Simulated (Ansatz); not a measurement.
The parent structure is LiH in the rock salt structure (space group Fm-3m, No. 225; a = 4.0054 Å). Axes: x, y, z lie along the cube axes.

All numbers come from DFT with r2SCAN, PAW potentials and a 500 eV plane-wave cutoff in Ansatz (an electronic-structure program), no spin-orbit coupling.

For the base:

```
Property                     Result
------------  ---------------------
Valley order  X along ⟨100⟩ 3.63 eV
```

Modification: uniaxial stress, 5 GPa compression along x; all other stress components relax to zero.

### Question
Predict the new hole mass.

### Answer
The hole mass amounts to 0.17 mₑ along k, 2.5 mₑ across (at X).

### Question
What does the calculation give for the valley order after the change?

### Answer
The valley order (the lowest conduction-band minima on the path, energy above the VBM, named in the base's zone) changes from X along ⟨100⟩ 3.63 eV to X along [001] 3.03 eV; X along [100] 3.90 eV.

### Question
Estimate the effect on the strain response.

### Answer
The strain response (xx, yy, zz) is (−5.03, +0.72, +0.72) %.

The levels and masses belong to the bands next to the band gap. Masses are band curvatures over ±0.01 Å⁻¹ around the edge. Along k means along the line from Γ to the band edge. Beyond what the load breaks, stability against distortions was not tested.
